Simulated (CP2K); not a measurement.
Band structure of C (Fd-3m, 2 atoms in the cell).

```
C
1.0
    2.53747     0.00000     0.00000
    1.26873     2.19751     0.00000
    1.26873     0.73250     2.07184
C
2
Cartesian
  2.53747   1.46501   1.03592
  3.80620   2.19751   1.55388
```

Method of the run: PBE, GPW, DZVP-MOLOPT-SR-GTH basis, GTH-PBE potentials (GTH_POTENTIALS) (CP2K 2026.2).

Settings: CUTOFF = 400 Ry; REL_CUTOFF = 50 Ry; KPOINTS/SCHEME = MONKHORST-PACK 13 13 13; XC_FUNCTIONAL = PBE; C/BASIS_SET = DZVP-MOLOPT-SR-GTH-q4; C/POTENTIAL = GTH-PBE-q4; METHOD = GPW; EPS_DEFAULT = 1e-10; EXTRAPOLATION = USE_GUESS; NGRIDS = 4; SCF_GUESS = ATOMIC; EPS_SCF = 1e-06; MAX_SCF = 100; ADDED_MOS = 4.

The starting cell comes from a database of computed structures (which also holds hypothetical and non-ambient phases and stackings), without a prior relaxation at this level. Its lattice was rescaled by a random factor within 2.5 % of one. Values carry the incompleteness of an atom-centred basis.

Task: Predict the gap along the standard path and the places of the band edges.

Result: The gap along the path is 4.24 eV, from Γ to a point between Γ and X; the smallest direct gap on it is 5.56 eV.

Levels in eV from the top of the valence band on the SCF mesh, bands 1 to 5:
```
point       1       2      3      4      5
-----  ------  ------  -----  -----  -----
Γ      -21.17    0.00   0.00   0.00   5.56
X      -12.62  -12.62  -6.17  -6.17   4.92
W      -11.86  -11.86  -8.16  -8.16  10.90
K      -12.85  -11.60  -9.14  -5.26   5.81
L      -15.55  -13.16  -2.75  -2.75   8.53
U      -12.85  -11.60  -9.14  -5.26   5.81
```

Higher empty bands are left out: an atom-centred basis made for the valence describes them poorly.
